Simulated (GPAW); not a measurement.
A self-consistent single point of CaSe (Fm-3m, 2 atoms in the cell) with GPAW.

Level of theory: PBE, GPAW PAW datasets PBE (gpaw-data 1.0.1) (plane waves; GPAW).

The change in words: lattice scaled by 0.98. Reference geometry:
```xyz
2
Lattice="0.0000 2.9600 2.9600 2.9600 0.0000 2.9600 2.9600 2.9600 0.0000" Properties=species:S:1:pos:R:3 pbc="T T T"
Ca     0.0000     0.0000     0.0000
Se     2.9600     2.9600     2.9600
```

Reference input (self-consistent single point, DFT PBE, plane waves, GPAW PAW datasets PBE (gpaw-data 1.0.1)): mode = pw; ecut = 550 eV; xc = PBE; kpts = 5 5 5; mesh shift (steps) = 0 0 0; occupations.name = fermi-dirac; occupations.width = 0.02 eV; nbands = -6; convergence.density = 1e-05 e/electron; convergence.energy = 1e-05 eV/electron; convergence.bands = -4; symmetry.symmorphic = false. This run's input differs from it in these lines:

```diff
@@ -5,7 +5,7 @@
 atoms = Atoms(['Ca', 'Se'],
-              cell=[[0.000000, 2.960000, 2.960000],
-                    [2.960000, 0.000000, 2.960000],
-                    [2.960000, 2.960000, 0.000000]],
+              cell=[[0.000000, 2.900800, 2.900800],
+                    [2.900800, 0.000000, 2.900800],
+                    [2.900800, 2.900800, 0.000000]],
               positions=[[0.000000, 0.000000, 0.000000],
-                         [2.960000, 2.960000, 2.960000]],
+                         [2.900800, 2.900800, 2.900800]],
               pbc=True)
```

Output, abridged:

```
     iter     time        total  log10-change:
                         energy   eigst   dens
iter:   1 --:--:--    -9.466564   +1.57
iter:   2 --:--:--    -9.526381   +0.25  -1.22
iter:   3 --:--:--    -9.488184   -0.12  -1.25
iter:   4 --:--:--    -9.502423   -0.57  -1.47
iter:   5 --:--:--    -9.511582   -0.83  -1.68
iter:   6 --:--:--    -9.507822   -1.33  -2.38
iter:   7 --:--:--    -9.507524   -1.90  -2.99
iter:   8 --:--:--    -9.507422   -2.11  -2.85
iter:   9 --:--:--    -9.507405c  -1.61  -3.27
iter:  10 --:--:--    -9.507406c  -1.75  -3.51
iter:  11 --:--:--    -9.507408c  -2.61  -3.52
iter:  12 --:--:--    -9.507407c  -3.13  -3.74
iter:  13 --:--:--    -9.507407c  -3.75  -4.76
iter:  14 --:--:--    -9.507407c  -4.24  -4.94
iter:  15 --:--:--    -9.507407c  -5.04  -4.96
iter:  16 --:--:--    -9.507407c  -5.71  -5.08c
iter:  17 --:--:--    -9.507407c  -6.73  -5.02c
iter:  18 --:--:--    -9.507407c  -7.09  -5.31c
iter:  19 --:--:--    -9.507407c  -8.05c -5.22c
Converged after 19 iterations.

Dipole moment: (0.000000, -0.000000, 0.000000) |e|*Ang

Energy contributions relative to reference atoms: (reference = -84614.401363)

Kinetic:        +17.499118
Potential:      -14.126042
External:        +0.000000
XC:             -12.277750
Entropy (-ST):   -0.000000
Local:           -0.602733
SIC:             +0.000000
--------------------------
Free energy:     -9.507407
Extrapolated:    -9.507407

Showing only first 2 kpts
 Kpt  Band  Eigenvalues  Occupancy
  0     6      5.02804    2.00000
  0     7      5.02804    2.00000
  0     8      8.70719    0.00000
  0     9      8.71438    0.00000

  1     6      4.52158    2.00000
  1     7      4.52158    2.00000
  1     8      7.93921    0.00000
  1     9      9.48990    0.00000

Fermi level: 6.44861

Gap: 2.024 eV
Transition (v -> c):
   [... lines left out ...]
Direct/indirect transitions are different
Direct gap: 2.966 eV
Transition at: (s=0, k=7, n=7, [0.40, 0.40, 0.00])
Energy (eV): -9.507407

Forces in eV/Ang:
  0 Ca    0.00000    0.00000    0.00000
  1 Se    0.00000    0.00000    0.00000

Stress tensor:
    -0.029924     0.000000    -0.000000
     0.000000    -0.029924     0.000000
    -0.000000     0.000000    -0.029924
Stress (GPa, Voigt): [-4.7943 -4.7943 -4.7943  0.     -0.      0.    ]
```

The run converged in 19 iterations. GPAW prints stress with tension positive. Against the reference run the free energy goes up by 28.1 meV/atom, the pressure goes from 1.18 to 4.79 GPa and the gap on the mesh goes from 2.170 to 2.024 eV.

The starting cell has typed, rounded lattice constants, without a prior relaxation at this level. For this run, on top of that: lattice scaled by 0.98. With a pressure of about 5 GPa the cell is away from its equilibrium volume at this level.
